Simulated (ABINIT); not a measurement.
ABINIT run on ZrGeSe (P4/nmm, 6 atoms in the cell): self-consistent single point.

Method of the run: PBEsol, PAW (JTH v2.0 PBE PAW, files made for PBE) (plane waves; ABINIT).

```
CELL_PARAMETERS angstrom
      3.63083     0.00000     0.00000
      0.00000     3.63083     0.00000
      0.00000     0.00000     8.16948
ATOMIC_POSITIONS crystal
  Zr 0.00000 0.50000 0.73901
  Zr 0.50000 0.00000 0.26099
  Ge 0.00000 0.00000 0.00000
  Ge 0.50000 0.50000 0.00000
  Se 0.50000 0.00000 0.62245
  Se 0.00000 0.50000 0.37755
```

Reference input (self-consistent single point, DFT, LDA (PW92), plane waves, PAW (JTH v2.0 LDA PAW)): pseudos = [Zr.LDA_PW-JTH.xml, Ge.LDA_PW-JTH.xml, Se.LDA_PW-JTH.xml]; ecut = 571 eV; pawecutdg = 1143 eV; pawxcdev = 0; occopt = 7; tsmear = 0.1 eV; ngkpt = 6 6 3; nshiftk = 1; shiftk = 0 0 0; potentials = JTH v2.0 LDA PAW; nband = 41; kptopt = 1. This run's input differs from it in these lines:

```diff
@@ -1,4 +1,4 @@
-# ZrGeSe, JTH v2.0 LDA PAW
+# ZrGeSe, JTH v2.0 PBE PAW
 pp_dirpath "./"
-pseudos "Zr.LDA_PW-JTH.xml, Ge.LDA_PW-JTH.xml, Se.LDA_PW-JTH.xml"
+pseudos "Zr.GGA_PBE-JTH.xml, Ge.GGA_PBE-JTH.xml, Se.GGA_PBE-JTH.xml"
 acell 3*1.0 Angstrom
@@ -22,2 +22,3 @@
 pawxcdev 0
+ixc -116133
 occopt 7
```

Its files differ too (potentials: JTH v2.0 LDA PAW → JTH v2.0 PBE PAW).

Output, abridged:

```
--- !BeginCycle
solver: {iscf: 17, nstep: 80, nline: 4, wfoptalg: 10, }
tolerances: {toldfe: 1.00E-09, }
...

     iter   Etot(hartree)      deltaE(h)  residm     nres2
 ETOT  1  -304.97993868607    -3.050E+02 1.173E+00 1.903E+01
 ETOT  2  -305.53611320898    -5.562E-01 1.183E-01 3.871E+00
 ETOT  3  -305.53387743741     2.236E-03 5.004E-02 9.486E-01
 ETOT  4  -305.53404048900    -1.631E-04 2.032E-02 7.164E-02
 ETOT  5  -305.53339201739     6.485E-04 5.180E-02 4.005E-03
   [... 3 lines left out ...]
 ETOT  9  -305.53351625958     4.664E-08 2.713E-03 2.593E-06
 ETOT 10  -305.53351626585    -6.264E-09 8.943E-03 4.230E-07
 ETOT 11  -305.53351626565     1.934E-10 2.196E-03 2.788E-08
 ETOT 12  -305.53351626564     1.427E-11 4.120E-03 5.083E-09
 At SCF step   12, etot is converged :
  for the second time, diff in etot=  1.427E-11 < toldfe=  1.000E-09

 Cartesian components of stress tensor (hartree/bohr^3)
  sigma(1 1)= -1.83587633E-04  sigma(3 2)=  0.00000000E+00
  sigma(2 2)= -1.83587633E-04  sigma(3 1)=  0.00000000E+00
  sigma(3 3)= -1.65615083E-04  sigma(2 1)=  0.00000000E+00

 ----iterations are completed or convergence reached----

 reduced coordinates (array xred) for    6 atoms
       0.000000000000      0.500000000000      0.739010000000
       0.500000000000      0.000000000000      0.260990000000
       0.000000000000      0.000000000000      0.000000000000
       0.500000000000      0.500000000000      0.000000000000
       0.500000000000      0.000000000000      0.622450000000
       0.000000000000      0.500000000000      0.377550000000
   [... lines left out ...]
 Fermi (or HOMO) energy (eV) =   9.54757   Average Vxc (eV)= -11.63403
   [... lines left out ...]
'-kT*entropy'       : -2.63774991930428E-04
total_energy        : -3.05533500254443E+02
total_energy_eV     : -8.31398935751305E+03
...

-Cartesian components of stress tensor (GPa)         [Pressure=  5.2251E+00 GPa]
- sigma(1 1)= -5.40133375E+00  sigma(3 2)=  0.00000000E+00
- sigma(2 2)= -5.40133375E+00  sigma(3 1)=  0.00000000E+00
- sigma(3 3)= -4.87256313E+00  sigma(2 1)=  0.00000000E+00

 Calculation completed.
```

The run converged in 12 iterations. Against the reference run the pressure goes from 2.27 to 5.23 GPa and the largest force goes from 0.259 to 0.298 eV/Å.

The starting cell comes from a database of computed structures (which also holds hypothetical and non-ambient phases and stackings), without a prior relaxation at this level. Its lattice was rescaled by a random factor within 2.5 % of one. The potentials were made for another functional than the one used. With a pressure of about 5 GPa the cell is away from its equilibrium volume at this level.

Cost on one core of a shared machine: roughly 5 min.
